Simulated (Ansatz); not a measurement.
Results of PBEsol in Ansatz (plane waves, PAW) for TiOF₂ (P4₂/mmc, No. 131, 8 atoms in the cell; start mp-37473).

Settings: plane-wave cutoff 520 eV, 10×10×4 k mesh (along the axes of the cell as run), Fermi–Dirac smearing 0.01 eV, no spin polarisation, scalar-relativistic PAW data made under PBE.

Cell (relaxed at this level):

TiF2O is modelled in the tetragonal space group P4₂/mmc (No. 131), Pearson symbol tP8. Lattice parameters: a = b = 3.762 Å, c = 7.789 Å, α = β = γ = 90.00°. Ti on 2a is surrounded by 2 O at 1.881 Å and 4 F at 1.881–1.947 Å (octahedral). O on 2d sees 2 Ti at 1.881 Å (linear). F1 on 2c has 2 Ti at 1.881 Å (linear). F2 on 2e is coordinated by 2 Ti at 1.947 Å (linear). (Neighbours: up to the widest gap in distance over summed covalent radii, below 1.35, at either atom; cation-cation and far metal-metal contacts left out.)

### Question
Give the computed band gap.

### Answer

- band gap = 2.02 eV (direct)

Static lattice: no zero-point or thermal effects.

A start named mp-… is a Materials Project structure, which need not be a measured phase.

Ansatz is a program for electronic structure.
